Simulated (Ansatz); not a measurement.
The starting structures come from a database of crystals and need not be the phases stable at ambient conditions.

Input:

```yaml
crystal:
  lattice:
    - [3.86549, 0.00000, 0.00000]
    - [0.00000, 5.45561, 0.00000]
    - [0.00000, 0.00000, 3.86549]
  atoms:
    - { symbol: Al, position: [0.50000, 0.50000, 0.50000] }
    - { symbol: Ga, position: [0.00000, 0.00000, 0.00000] }
    - { symbol: P, position: [0.50000, 0.74961, 0.00000] }
    - { symbol: P, position: [0.00000, 0.25039, 0.50000] }
```

Space group of this cell: P-4m2. The cell is taken as given.

The numbers are results of PBEsol (plane waves, PAW; Ansatz, a program for electronic structure), not measurements.

The current runs along the normal of the first two printed vectors; no spin-orbit coupling. Scaled by the factor s: the length along the current (ions clamped). Meshes 8×6×8 and 8×6 across the current in all rows.

```json
[
 {"s": "0.97", "mean pressure (GPa)": "2.5", "band gap (eV)": "1.28"},
 {"s": "1.00", "mean pressure (GPa)": "-0.3", "band gap (eV)": "1.49"},
 {"s": "1.03", "mean pressure (GPa)": "-2.6", "band gap (eV)": "?"}
]
```

**Question.** Take the slope of the band gap against ln s from the two given rows, extrapolate to s = 1.03, and say what the run there gives.

**Answer.** Slope = (1.28 − 1.49) / ln 0.97 = 6.89 eV. The line gives 1.49 + (6.89) × ln 1.03 = 1.69 eV. The run gives 1.42 eV, 0.27 eV under the line, 134 % of the predicted step.
